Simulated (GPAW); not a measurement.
Band structure of Na₂Cl (P4/mmm, 6 atoms in the cell).

```
Na2Cl
1.0
    3.56747     0.00000     0.00000
    0.00000     3.56747     0.00000
    0.00000     0.00000    12.63287
Na Cl
4 2
Direct
  0.00000   0.00000   0.22690
  0.00000   0.00000   0.77310
  0.00000   0.00000   0.50000
  0.50000   0.50000   0.00000
  0.50000   0.50000   0.35918
  0.50000   0.50000   0.64082
```

Level of theory: LDA (Perdew-Wang 92), GPAW PAW datasets LDA (gpaw-data 1.0.1) (plane waves; GPAW).

Settings: mode = pw; ecut = 800 eV; xc = LDA; kpts = 8 8 2; mesh shift (steps) = 0 0 0; occupations.name = fermi-dirac; occupations.width = 0.136 eV; nbands = -12; convergence.density = 1e-05 e/electron; symmetry.symmorphic = false; symmetry.tolerance = 0.0005; maxiter = 150; bandpath_npoints = 40.

The starting cell comes from a database of computed structures (which also holds hypothetical and non-ambient phases and stackings), without a prior relaxation at this level. Its lattice was rescaled by a random factor within 2.5 % of one. The run gives no clean gap (levels at the Fermi energy touch, overlap or are partly filled at this smearing), which alone does not show that the compound is a metal.

Levels in eV from the Fermi level, bands 18 to 25:
```csv
point,18,19,20,21,22,23,24,25
Γ,-4.06,-3.95,-3.95,-2.70,-0.79,0.38,2.42,3.04
X,-4.48,-3.84,-3.72,-0.01,0.27,1.57,1.79,2.35
M,-5.50,-5.02,-4.16,1.80,2.46,2.46,2.58,3.12
Z,-4.06,-3.95,-3.95,-2.55,-1.20,1.17,1.54,3.58
R,-4.48,-3.84,-3.72,0.04,0.36,1.26,1.52,3.04
A,-5.50,-5.02,-4.16,1.84,2.42,2.57,2.57,3.16
```

Bands cross the Fermi level along this path, so the cell is metallic at this level.
